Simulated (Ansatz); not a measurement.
Take SnC in the rock salt structure (space group Fm-3m, No. 225; a = 4.801 Å; a hypothetical phase, not in the database extracts checked; relaxed with 0.1 eV smearing) as the base. Axes: x, y, z lie along the cube axes.

(Cell as relaxed with PBE.)

Levels (all Ansatz, an electronic-structure program, PAW): PBE (420 eV, no spin-orbit coupling); PBEsol (420 eV, no SOC).

Each level relaxes its own structure.

| base | PBE | PBEsol |
|---|---|---|
| volume per atom | 13.84 Å³ | 13.36 Å³ |
| lattice parameter a | 4.801 Å | 4.745 Å |
| band gap | zero | zero |

The change: the symmetric strain tensor [-0.0056 -0.0214 0.0096; -0.0214 0.0033 0.0021; 0.0096 0.0021 0.0007]; the atoms relax in the strained cell.

| quantity | PBE | PBEsol |
|---|---|---|
| energy relative to the base (free energy F) | +11 meV/atom | +12 meV/atom |
| stress (xx, yy, zz, yz, xz, xy; compression positive) | (1.5, 0.0, 0.0, -0.3, -2.2, 4.9) GPa | (1.6, -0.1, 0.0, -0.3, -2.4, 5.2) GPa |
| shortest interatomic distance | 2.388 Å | 2.360 Å |

PBE's energy relative to the base lies 0.4 meV/atom below PBEsol's; PBE's shortest interatomic distance lies 0.028 Å above PBEsol's (1.2 %). Neither level is exact; PBEsol is the comparison here, not a measurement.

Stability against distortions was not tested. The final runs are not spin-polarised.
